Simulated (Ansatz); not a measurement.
The starting structures come from a database of crystals and need not be the phases stable at ambient conditions.

 Where the default PAW files enter, the runs use the earlier of Ansatz's two default sets.

Tunnelling through a barrier is set by its complex band structure: the current falls as exp(−2κd) with the smallest κ.

Given:

```
BeTe
1.0
    3.99664     0.00000     0.00000
   -1.99832     3.46119     0.00000
    0.00000     0.00000     6.58677
Be Te
2 2
Cartesian
  1.99832   1.15373   3.29622
  0.00000   2.30746   0.00283
  1.99832   1.15373   5.76059
  0.00000   2.30746   2.46721
```

Space group of this cell: P6_3mc, wurtzite. The cell is taken as given; by LDA its mean pressure is -3.5 GPa.

Transport runs along the normal of the first two printed cell vectors, the (001) plane of the conventional cell.

The gap is the functional's own, uncorrected, and κ follows it; spin-orbit coupling is left out. Mid-gap values are interpolated between the computed energies.

Estimate the band gap and the smallest decay constant κ at mid-gap that LDA (Ansatz, a program for electronic structure) returns for this system.

Gap 2.20 eV on a 12×12×6 mesh; κ = 0.159 1/Å, at the zone centre.
